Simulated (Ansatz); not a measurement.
Cost and result by functional for the adsorption energy of CH3 on the (100) surface of germanium (p(2x2) alternately buckled dimers; a constructed slab, bottom: dihydride, held), one in a cell of 66 Å², started at the site 'bridge Ge-Ge (span 4.1 Å)', in Ansatz (plane waves, PAW). Single points on the PBE structure, on one kind of machine; costs are rough ratios of the slab run's core time (references not counted) to the cheapest single point. r2SCAN's cost holds its higher cutoff (500 against 420 eV). Differences are taken against r2SCAN for comparison alone: no measured value is at hand, so the table doesn't rank accuracy.

Set-up: 44 atoms, 11.3 Å thick at the start with caps and adatoms under the adsorbate (thin: gaps and levels are the slab's own); mesh 3x3x1; 0.01 eV smearing; dipole correction on; 24 atoms held, the rest relaxed; no symmetry held; spin-polarised, ending with about 0.3 μB a cell, a value that depends on the mesh; orders that need a larger cell were not tried, no spin-orbit, no U, no dispersion correction. The slab shows no gap over 0.04 eV on its mesh. At the end it is bonded to Ge. In PBE it is, or lies within 0.03 eV of, the lowest of the starts that converged. These notes are the PBE run's. RPBE: The program's check for a lower electronic state was not made. r2SCAN: The program's check for a lower electronic state was not made. Adsorption energies are against CH4(g) − ½ H2(g). A negative adsorption energy means that the adsorbate is more stable on the surface than in its reference.

| functional | relative cost | adsorption energy (eV) | less r2SCAN (eV) |
|---|---|---|---|
| RPBE | 1 | 0.37 | 0.19 |
| r2SCAN | 2 | 0.18 | 0.00 |
| PBE (the relaxed run's value) | – | 0.27 | 0.09 |

The values span 0.19 eV, while the single points' costs differ by a factor of roughly 2. Differences are of unrounded values.

Ansatz is a first-principles code.
